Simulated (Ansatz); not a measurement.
## How the elastic constant C12 of hexagonal WC moves with the method

No measured value is used here.

```csv
level (code),value (GPa),cell (Å³/atom)
LDA (Ansatz),253,10.13
LDA+SOC (Ansatz),252,10.12
BLYP (Ansatz),201,10.89
PBE (Ansatz),224,10.52
PBEsol+SOC (Ansatz),241,10.28
revPBE (Ansatz),218,10.61
RPBE (Ansatz),216,10.64
PBE-D3(BJ) (Ansatz),235,10.33
r²SCAN (Ansatz),237,10.42
r²SCAN+rVV10 (Ansatz),241,10.36
HSE06 (Ansatz),245,10.28
```

Density-functional levels without +SOC have no spin–orbit coupling. PBE-D3(BJ): the dispersion coefficients are held fixed in the derivatives. HSE06: hybrids on metals are sensitive to the k mesh. HSE06: the run warned that the count of filled bands differs between k points. Each level is taken at its own relaxed cell. Cutoffs and k meshes differ between the levels. Ansatz's density-functional and Hartree–Fock values are scalar-relativistic unless marked +SOC, with PAW data made under PBE.

Ansatz is an electronic-structure program.
